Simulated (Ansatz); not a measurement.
Cubic perovskite BaLiF3, treated with PBE0 (Ansatz, an electronic-structure program, PAW).

Settings: plane-wave cutoff 460 eV, 6×6×6 k mesh, Fermi–Dirac smearing 0.01 eV, scalar-relativistic PAW data made under PBE.

Computed at the level's own relaxed cell.

Predict the volume per atom, bulk modulus B0, band gap, lattice parameter a and pressure derivative B′ of the bulk modulus.


- volume per atom: 12.74 Å³/atom
- bulk modulus B0: 74.5 GPa
- band gap: 9.50 eV (on the SCF k mesh)
- lattice parameter a: 3.994 Å
- pressure derivative B′ of the bulk modulus: 4.7

Note: the relaxation could not lower the start's symmetry, so the cell can be a saddle point above a distorted one.

Spin–orbit coupling is not included.

The computed numbers hold no vibrational or temperature effects.
